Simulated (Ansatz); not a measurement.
**A computed series for TaN: pressure series**

The parent structure is TaN in the rock salt structure (space group Fm-3m, No. 225; a = 4.417 Å).

Cell and atoms are relaxed at each pressure.

Calculations: PBE, PAW, 420 eV (Ansatz, a first-principles code; no SOC).

```json
[
 {"pressure (GPa)": "-2", "volume per atom (Å³/atom)": "10.838"},
 {"pressure (GPa)": "0", "volume per atom (Å³/atom)": "10.772"},
 {"pressure (GPa)": "1.8", "volume per atom (Å³/atom)": "10.714"},
 {"pressure (GPa)": "4.2", "volume per atom (Å³/atom)": "?"},
 {"pressure (GPa)": "9", "volume per atom (Å³/atom)": "10.498"},
 {"pressure (GPa)": "18", "volume per atom (Å³/atom)": "10.257"},
 {"pressure (GPa)": "30", "volume per atom (Å³/atom)": "9.976"},
 {"pressure (GPa)": "45", "volume per atom (Å³/atom)": "9.673"},
 {"pressure (GPa)": "60", "volume per atom (Å³/atom)": "9.411"}
]
```

Problem. Fit the third-order Birch–Murnaghan form P(V) = (3B₀/2)[(V₀/V)^(7/3) − (V₀/V)^(5/3)]·[1 + (3/4)(B₀′ − 4)((V₀/V)^(2/3) − 1)] (squares taken in P) to the rows shown and predict the withheld row.

Solution. Least squares on the printed values gives V₀ = 10.772 Å³/atom, B₀ = 330 GPa, B₀′ = 4.4; this predicts 10.639 Å³/atom, and the run gives 10.639 Å³/atom, in agreement.

Load acts through the strain it causes; cell and atoms are relaxed under it. No phonon test of stability was made. No other phases were tried under pressure. All final runs are without spin polarisation. This is not the structure that TaN has at room temperature and ambient pressure.
